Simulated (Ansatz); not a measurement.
Migration barriers of interstitials in oxides: PBE bands (Ansatz, a program for electronic structure, plane waves to 420 eV, PAW, climbing-image NEB) beside HSE06 single points at the PBE geometries (a shift taken at Γ is added to the PBE value, only where PBE at Γ is within 0.06 eV of the mesh). Forward barriers of single hops from the lowest site run, static nuclei, no finite-size correction. The rows are a random draw from the bands that converged and passed our checks of state and shape. Saddle orders were checked for a part of the study's bands only and are not shown. Charge states are imposed.

| Defect | Route | Hop (Å), direction in the unit cell | End over start, densest mesh run (eV) | Cell and PBE mesh | HSE06 k-points | PBE (eV) |
|---|---|---|---|---|---|---|
| interstitial Li in beta Ga2O3, charge +1 | Li moves farthest | 1.66 along (-0.03, 0.50, 0.07) | 0.00 | 160 sites, Γ | same mesh | 0.31 |
| interstitial O in corundum, charge 0 | O moves farthest | 1.42 along (0.17, 0.34, 0.00) | 0.00 | 270 sites, Γ | same mesh | 0.77 |
| interstitial Li in alpha quartz, charge +1 | Li moves farthest | 1.84 along (0.02, 0.03, -0.33) | 0.00 | 243 sites, Γ | same mesh | 0.14 |
| interstitial Li in rock-salt MgO, charge +1 | Li moves farthest | 2.12 along (0.50, 0.00, 0.00) | 0.00 | 64 sites, Γ | same mesh | 1.38 |
| interstitial Na in beta Ga2O3, charge +1 | Na moves farthest | 1.78 along (-0.05, -0.50, -0.13) | 0.00 | 160 sites, Γ | same mesh | 0.29 |
| interstitial O in corundum, charge -2 | O moves farthest | 1.10 along (0.21, 0.23, 0.02) | 0.00 | 270 sites, Γ | same mesh | 0.50 |
| interstitial B in rock-salt MgO, charge +3 | B moves farthest | 2.12 along (0.00, 0.00, 0.50) | 0.00 | 64 sites, Γ | same mesh | 2.77 |

**Question.** What does HSE06 give for each row, and how does it differ from PBE over these rows?

**Answer.** In the order of the rows: 0.31, 1.22, 0.15, 1.38, 0.31, 0.51, 2.81 eV. Against PBE it lies higher in 1 of 7 rows and lower in 0 (differences over 0.07 eV). The mean difference is +0.08 eV (median +0.01) and the mean size 0.08 eV; the largest, +0.45 eV, is in row 2.
